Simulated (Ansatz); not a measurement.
An Ansatz (a quantum-chemistry and plane-wave program) input (r2SCAN in Ansatz (plane waves to 500 eV, PAW, no spin-orbit coupling)):

Ansatz 0.2 input:
```yaml
crystal:
  lattice:
    - [0, 3.2671082573, 3.2671082573]
    - [3.2671082573, 0, 3.2671082573]
    - [3.2671082573, 3.2671082573, 0]
  atoms:
    - { symbol: Te, position: [0, 0, 0] }
    - { symbol: Pb, position: [0.5, 0.5, 0.5] }
basis: { ecutwfc: 500, ecutrho_ratio: 4, xc_grid: 4, fft_grid_basis: typed }
kpoints: { mp_grid: { grid: [20, 20, 20] } }
hamiltonian:
  xc: r2scan
  dispersion: none
  pseudopotentials: { kind: paw }
total_charge: 0.488223
scf: { occupations: { method: fermi_dirac, width: 0.0259 }, convergence: { dr2_threshold: 0.0000000002 } }
relax: { f_tol: 0.005, max_steps: 30 }
output: { forces: true, stress: true }
checkpoint: { write: state.ck, write_every: 1000 }
```

**Question.** Which symmetry and how many k-points will the program report, and about how many plane waves at Γ?

**Answer.** Space group Fm-3m (ITA 225) with 48 operations, k-points 256 of 8000, and 1807 plane waves at Γ.

Charged cell with a jellium background: band edges are those of the host's band count, energies are not comparable with the neutral cell, and many-body gap narrowing is missing. Whether these cells are dynamically stable was not tested. The cell was made from PbTe in the rock salt structure (space group Fm-3m, No. 225) by this change: holes 7.0×10^21 cm⁻³.
